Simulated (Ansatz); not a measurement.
Structures of equal composition on the (0001) surface of hcp Ti: a layer of Sn in place of the second plane; a layer of Sn in place of the third plane. The slabs share one bottom face, and each structure is named by its start. These are constructed structures in small cells; real faces may alloy, dewet or reconstruct in larger ones, and not all known structures of the face are among them. Slabs of about 12 Å with all that they carry, Fermi-Dirac smearing of 0.1 eV. Bottom of the slabs: a bare face, its two planes held. Relaxed from the named starts with such symmetry as they have, on meshes of like density; energies extrapolated to zero smearing; no spin-orbit coupling, no U. Spin-polarised runs, if any, are marked in brackets, and their order is one that fits the cell; the others ran without spin.

These are PBE (plane waves to 420 eV, PAW; Ansatz, a quantum-chemistry and plane-wave program) values and carry that method's errors.

**Question.** Put the candidates in order of energy per 1x1 cell, lowest first, for PBE.

**Answer.** a layer of Sn in place of the third plane (0.000 eV), a layer of Sn in place of the second plane (0.258 eV)
